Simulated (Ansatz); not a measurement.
# Nb: isotropic strain −1.37 %

The parent structure is Nb in the bcc (W type) structure (space group Im-3m, No. 229; a = 3.2730 Å; relaxed with 0.1 eV smearing).

Perturbation: every lattice vector is shortened by 1.37 %, atoms relaxed at fixed cell.

Level of theory: Ansatz (a quantum-chemistry and plane-wave program), PBEsol, PAW, cutoff 420 eV, without spin-orbit coupling, earlier PAW set. k-mesh 26×26×26 (Γ-centred); smearing 0.1 eV (Fermi–Dirac).

The space group stays Im-3m (No. 229) and the energy goes up by 17 meV/atom. The band gap stays zero.

Stability against distortions was not tested. The base started in P-1 and relaxed to Im-3m at this level. The final runs are not spin-polarised.
